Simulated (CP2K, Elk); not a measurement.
An Elk input for a self-consistent single point of GaGePt6 (I-42m, 8 atoms in the cell) (DFT, PBEsol, all-electron FP-LAPW, Elk's shipped species files, APW+lo basis with extra local orbitals):

```
tasks
  0

xctype
  22

rgkmax
  8.0

gmaxvr
  14.0

nxlo
  2

lorbcnd
  .true.

lmaxi
  3

stype
  0

swidth
  0.00734986

scale
  10.31960128

avec
   -0.4954009555    0.4954009555    0.7135515304
    0.4954009555   -0.4954009555    0.7135515304
    0.4954009555    0.4954009555   -0.7135515304

atoms
  3   : nspecies
  'Ga.in'   : spfname
  1   : natoms; atposl, bfcmt below
  0.0000000000  0.0000000000  0.0000000000    0.0 0.0 0.0
  'Ge.in'   : spfname
  1   : natoms; atposl, bfcmt below
  0.5000000000  0.5000000000  0.0000000000    0.0 0.0 0.0
  'Pt.in'   : spfname
  6   : natoms; atposl, bfcmt below
  0.9434300000  0.9434300000  0.3958800000    0.0 0.0 0.0
  0.0565700000  0.4524500000  0.0000000000    0.0 0.0 0.0
  0.5475500000  0.5475500000  0.6041200000    0.0 0.0 0.0
  0.4524500000  0.0565700000  0.0000000000    0.0 0.0 0.0
  0.5000000000  0.0000000000  0.5000000000    0.0 0.0 0.0
  0.0000000000  0.5000000000  0.5000000000    0.0 0.0 0.0

ngridk
  5 5 5
```

Q: Give the CP2K input for the same structure, mesh, smearing and functional.

A: One input that does it (others would too):

```
&GLOBAL
  PROJECT run
  RUN_TYPE ENERGY_FORCE
  PRINT_LEVEL LOW
&END GLOBAL
&FORCE_EVAL
  METHOD Quickstep
  STRESS_TENSOR ANALYTICAL
  &DFT
    BASIS_SET_FILE_NAME BASIS_MOLOPT
    POTENTIAL_FILE_NAME GTH_POTENTIALS
    &QS
      METHOD GPW
      EPS_DEFAULT 1E-10
    &END QS
    &MGRID
      CUTOFF 600
      REL_CUTOFF 50
      NGRIDS 5
    &END MGRID
    &SCF
      SCF_GUESS ATOMIC
      EPS_SCF 1E-7
      MAX_SCF 100
      ADDED_MOS 20
      &DIAGONALIZATION
        ALGORITHM STANDARD
      &END DIAGONALIZATION
      &MIXING
        METHOD BROYDEN_MIXING
        ALPHA 0.2
        NBUFFER 10
      &END MIXING
      &SMEAR ON
        METHOD GAUSSIAN
        SIGMA [eV] 0.2
      &END SMEAR
    &END SCF
    &KPOINTS
      SCHEME MONKHORST-PACK 5 5 5
    &END KPOINTS
    &XC
      &XC_FUNCTIONAL
        &PBE
          PARAMETRIZATION PBESOL
        &END PBE
      &END XC_FUNCTIONAL
    &END XC
    &PRINT
      &MO
        EIGENVALUES T
        OCCUPATION_NUMBERS T
        NDIGITS 8
        FILENAME mo
        &EACH
          QS_SCF 0
        &END EACH
        ADD_LAST NUMERIC
      &END MO
      &MULLIKEN OFF
      &END MULLIKEN
    &END PRINT
  &END DFT
  &SUBSYS
    &CELL
      ABC 5.46089800 5.46089764 5.46089789
      ALPHA_BETA_GAMMA 120.60761421 120.60761636 88.95076158
      PERIODIC XYZ
    &END CELL
    &COORD
      Ga       0.00000000     0.00000000     0.00000000
      Ge       2.78044800     2.72999100     0.00000000
      Pt       4.14559236     4.07036198     1.51460521
      Pt       0.35416709     2.47036886     0.00000000
      Pt       1.36514436     1.34037098     2.31131479
      Pt       2.47644019     0.30887118     0.00000000
      Pt       1.34022500    -1.36499550     1.91296000
      Pt      -1.34022500     1.36499550     1.91296000
    &END COORD
    &KIND Ga
      BASIS_SET DZVP-MOLOPT-SR-GTH-q13
      POTENTIAL GTH-PBE-q13
    &END KIND
    &KIND Ge
      BASIS_SET DZVP-MOLOPT-SR-GTH-q4
      POTENTIAL GTH-PBE-q4
    &END KIND
    &KIND Pt
      BASIS_SET DZVP-MOLOPT-SR-GTH-q18
      POTENTIAL GTH-PBE-q18
    &END KIND
  &END SUBSYS
  &PRINT
    &FORCES ON
    &END FORCES
    &STRESS_TENSOR ON
    &END STRESS_TENSOR
  &END PRINT
&END FORCE_EVAL
```

Basis settings and potentials, where a program has them, do not carry over. This input uses DFT PBEsol, GPW, DZVP-MOLOPT-SR-GTH basis, GTH-PBE potentials (GTH_POTENTIALS).

The starting cell comes from a database of computed structures (which also holds hypothetical and non-ambient phases and stackings), without a prior relaxation at this level. For this run, on top of that: lattice scaled by 0.98.
